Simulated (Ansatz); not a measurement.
Cell and atoms of amorphous B20Te30:

```xyz
50
Lattice="10.5190 0.0000 0.0000 0.0000 10.5190 0.0000 0.0000 0.0000 10.5190" Properties=species:S:1:pos:R:3 pbc="T T T"
B      6.9356     6.8440     9.5359
B      0.2091     8.6427     4.3006
B      1.8198     5.9640     9.2451
B      1.5420     9.6022     5.2253
B      9.9775     9.8743     3.2280
B      5.0857     0.8241     0.3062
B      2.4345     4.6592     8.4120
B      9.7159     7.2927     4.6893
B      1.8387     0.8661     3.0303
B      7.6026     4.1886     8.6560
B      8.0346     7.6588     4.1890
B      0.8642     4.4409     9.0909
B      0.5421     0.1181     2.0465
B      0.1568     0.9747     3.5688
B      2.7256    10.3452     4.0728
B      1.4185     0.7535     4.7469
B      3.7526     1.9149     0.2848
B      7.1089     5.7423     8.2591
B      9.4385     8.1331     3.1912
B     10.4988    10.2778     4.8929
Te     9.2771     0.2218     6.6993
Te     0.3227     5.3785     4.2947
Te     4.7669     0.0510     4.9206
Te     4.8660     9.3109     1.3064
Te     5.5971     6.3222     6.5308
Te     3.0374     4.4291     6.2897
Te     9.8053     6.9872     1.3355
Te     5.7744     2.4353     3.7573
Te     2.3152     0.8058     9.4664
Te     6.9391     1.8043     1.2686
Te     2.7288     5.9186     0.8362
Te     1.2507     2.1171     6.4808
Te     9.2959     2.8183     3.8428
Te     6.4274     6.2041     3.6897
Te     7.7083     9.7450     3.2071
Te     6.1603     2.7734     7.6714
Te     8.0184     8.6387    10.3138
Te     9.6416     4.3431     7.7171
Te     4.2142     3.9577     9.6948
Te     4.8203     7.5535     9.3241
Te     7.3038     4.8744     0.2884
Te     1.7917     9.0246     0.8792
Te     2.8732     2.6504     2.2516
Te     8.4064     7.9243     6.4556
Te     2.3496     8.0529     3.6023
Te     2.6737     8.7987     6.9027
Te    10.2336     1.0947     0.1515
Te     0.7203     7.7152     8.5578
Te     0.4934     3.9115     0.6948
Te     5.8224     0.1444     8.7509
```

Level of theory: PBE-D3(BJ), scalar-relativistic without spin-orbit coupling, PAW (Ansatz default set, large-core Te) (plane waves to 420 eV; Ansatz, an electronic-structure program).

The cell was made by melting and quenching with the CHGNet potential and then relaxed with DFT. The hot cell started wider than the set density and was brought back towards it in steps. It is the lowest in DFT energy of 2 quenches. It is a model cell: composition and starting density were chosen by hand, and all elements were melted together. The geometry includes D3(BJ) dispersion. Its density started from a set value of 5.35 and ended at 5.77 g/cm³. Cooling (nominally 120 K/ps over its main leg) ran many orders faster than in experiment, which tends to leave more defects and strain. One small periodic cell is one sample of the glass; other quenches scatter about these values. The volume was free in the relaxation, at fixed shape. Stress components on the final sampling reach 0.5 GPa. On a 2×2×2 Γ-centred mesh force components of up to 0.41 eV/Å stay, since the relaxation ran on one k-point at (1/4, 1/4, 1/4).

Neighbours within B-B 2.06 Å, B-Te 2.54 Å, Te-Te 3.31 Å count as bonded.

Problem. Give the coordination numbers, mean bond lengths and angles.

Solution. 
```json
{
  "Mean coordination of B": "4.90 (1 with 3, 7 with 4, 5 with 5, 7 with 6)",
  "Mean coordination of Te": "3.13 (8 with 2, 14 with 3, 6 with 4, 1 with 5, 1 with 7)",
  "Mean B-B bond": "1.763 Å (spread 0.045 Å, 30 counted)",
  "Mean Te-Te bond": "3.045 Å (spread 0.151 Å, 28 counted)",
  "Mean B-Te bond": "2.278 Å (spread 0.058 Å, 38 counted)",
  "Bond angle at B": "mean 101.2°, spread 25.7°",
  "Bond angle at Te": "mean 98.8°, spread 27.6°"
}
```

Problem. What Bader charges do the atoms carry, from a run on one k-point at (1/4, 1/4, 1/4)?

Solution. Means (range): B -0.06 e (-0.14 to +0.07), Te +0.04 e (-0.13 to +0.27).
```
atom  charge (e)
----  ----------
B1         -0.12
B2         -0.06
B3         -0.07
B4         -0.07
B5         -0.12
B6         -0.02
B7         -0.03
B8         -0.07
B9         +0.01
B10        -0.10
B11        -0.14
B12        -0.10
B13        -0.11
B14        +0.07
B15        -0.10
B16        -0.01
B17        -0.06
B18        -0.00
B19        +0.03
B20        -0.05
Te21       -0.09
Te22       -0.02
Te23       -0.04
Te24       -0.01
Te25       -0.02
Te26       -0.00
Te27       +0.04
Te28       +0.05
Te29       +0.12
Te30       -0.01
Te31       -0.11
Te32       +0.03
Te33       -0.04
Te34       -0.13
Te35       +0.20
Te36       +0.00
Te37       -0.01
Te38       +0.00
Te39       +0.18
Te40       -0.00
Te41       +0.08
Te42       +0.27
Te43       +0.08
Te44       +0.21
Te45       +0.19
Te46       -0.01
Te47       +0.04
Te48       +0.01
Te49       +0.14
Te50       -0.03
```
